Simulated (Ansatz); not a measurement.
A constructed model of the (111) surface of fcc Al, a layer of Zr in place of the third plane (bottom of the slab: a bare face, its two planes held)

All values below come from PBE (plane waves to 420 eV, PAW; Ansatz, a quantum-chemistry and plane-wave program).

Set-up: 6 atoms, 12.3 Å thick at the start with caps and adatoms (thin: gaps and levels are the slab's own); mesh 15x15x1; 0.1 eV smearing; dipole correction on; 2 atoms held, the rest relaxed; symmetry of the start imposed; no spin, no spin-orbit, no U. In PBE it is, or lies within 0.01 eV a 1x1 cell of, the lowest of the 2 structures of its composition computed so far; subsurface sites and larger cells were not tried.

```yaml
work_function_of_the_top_face: 3.92 eV
energy_released_by_relaxation: 0.077 eV
cost: about 80 core-seconds (a rough figure)
```
